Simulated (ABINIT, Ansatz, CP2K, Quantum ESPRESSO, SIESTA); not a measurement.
Ba₂PdO₃ (Immm, 6 atoms in the cell) computed with different codes at matched settings

Self-consistent single point.

```
Ba2PdO3
1.0
   -1.93974     2.05751     6.68574
    1.93974    -2.05751     6.68574
    1.93974     2.05751    -6.68574
Ba Pd O
2 1 3
Direct
  0.64529   0.64529   0.00000
  0.35471   0.35471   0.00000
  0.00000   0.00000   0.00000
  0.84579   0.84579   0.00000
  0.15421   0.15421   0.00000
  0.50000   0.00000   0.50000
```

Shared settings, as Ansatz (a first-principles code) writes them: kpoints.mp_grid.grid = 6 6 6; scf.occupations.method = fermi_dirac; scf.occupations.width = 0.1 eV. Potentials and cutoffs stand in the table.

| code | model | pressure (GPa) | largest force (eV/Å) | cutoff |
|---|---|---|---|---|
| Ansatz | LDA (PW92), PAW files made with PBE | -7.74 | 0.180 | default |
| CP2K | LDA (Pade form), GPW, DZVP-MOLOPT-PBE-GTH basis, GTH-PBE potentials (POTENTIAL_UZH) | -3.33 | 0.089 | grid 500 Ry |
| Quantum ESPRESSO | LDA (PZ), GBRV 1.5 ultrasoft (LDA) pseudopotentials | -6.14 | 0.118 | 40 Ry |
| SIESTA | LDA PW92, numerical atomic orbitals TZP, PseudoDojo LDA standard norm-conserving potentials (rewritten from UPF to PSML) | -4.66 | 0.588 | grid 400 Ry |
| ABINIT | LDA (PW92), PAW (JTH v2.0 LDA PAW) | -6.64 | 0.277 | 48 Ry |

Size of the force on each atom (eV/Å): Sizes of forces hide their directions.

```
code                Ba1    Ba2    Pd3     O4     O5     O6
----------------  -----  -----  -----  -----  -----  -----
Ansatz            0.074  0.074  0.000  0.180  0.180  0.000
CP2K              0.057  0.057  0.000  0.089  0.089  0.000
Quantum ESPRESSO  0.061  0.061  0.000  0.118  0.118  0.000
SIESTA            0.588  0.588  0.000  0.157  0.157  0.000
ABINIT            0.065  0.065  0.000  0.277  0.277  0.000
```

On Ansatz's run: spin polarisation is off.

The spread over the programs that give each value: pressure within 4.41 GPa; largest force within 0.499 eV/Å.

CP2K and SIESTA use small atom-centred bases, whose incompleteness enters pressures, forces and empty levels differently from a plane-wave cutoff. Ansatz's pressure is given at a fixed set of plane waves, as the other plane-wave codes print theirs; with its correction for the finite basis it is -7.38 GPa (the shift of 0.35 GPa shows how far the cutoff is from converged). The same LDA comes in different parametrisations, which differ slightly. In the pressure, Ansatz (by 1.09), CP2K (by 3.31) and SIESTA (by 1.98) lie more than 1 GPa from the median of the plane-wave programs. In the force vectors, CP2K (by 0.091), SIESTA (by 0.523) and ABINIT (by 0.097) lie more than 0.08 eV/Å from the median of the plane-wave programs.

The starting cell comes from a database of computed structures (which also holds hypothetical and non-ambient phases and stackings), without a prior relaxation at this level.

Keys are those of Ansatz 0.2.
